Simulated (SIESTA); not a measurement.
Band structure of ZrRh3 (Pm-3m, 4 atoms in the cell).

```yaml
crystal:
  lattice:
    - [3.93411, 0.00000, 0.00000]
    - [0.00000, 3.93411, 0.00000]
    - [0.00000, 0.00000, 3.93411]
  atoms:
    - { symbol: Zr, position: [0.00000, 0.00000, 0.00000] }
    - { symbol: Rh, position: [0.50000, 0.50000, 0.00000] }
    - { symbol: Rh, position: [0.00000, 0.50000, 0.50000] }
    - { symbol: Rh, position: [0.50000, 0.00000, 0.50000] }
```

Computed with LDA PW92, numerical atomic orbitals DZP, PseudoDojo LDA standard norm-conserving potentials (rewritten from UPF to PSML) run with SIESTA.

Settings: XC.functional = LDA; XC.authors = PW92; potentials = PseudoDojo LDA standard; PAO.BasisSize = DZP; PAO.EnergyShift = 0.005 Ry; MeshCutoff = 300 Ry; kgrid.MonkhorstPack = 6 6 6; OccupationFunction = FD; ElectronicTemperature = 580.23 K; MaxSCFIterations = 150; SCF.Mixer.Method = Pulay; SCF.Mixer.Weight = 0.1; SCF.Mixer.History = 6; SCF.DM.Tolerance = 1.0E-05.

The starting cell comes from a database of computed structures (which also holds hypothetical and non-ambient phases and stackings), without a prior relaxation at this level. Spin polarisation is off. Values carry the incompleteness of an atom-centred basis.

Levels in eV from the Fermi level, bands 29 to 34:
| point | 29 | 30 | 31 | 32 | 33 | 34 |
|---|---|---|---|---|---|---|
| Γ | 0.51 | 0.98 | 0.98 | 0.98 | 3.63 | 3.63 |
| X | -1.17 | -1.12 | -1.08 | -0.08 | 0.98 | 1.53 |
| M | -1.46 | -1.46 | -1.43 | -1.01 | -0.82 | 2.22 |
| R | 0.59 | 0.59 | 0.59 | 0.96 | 1.68 | 1.68 |

Bands cross the Fermi level along this path, so the cell is metallic at this level.

Higher empty bands are left out: an atom-centred basis made for the valence describes them poorly.
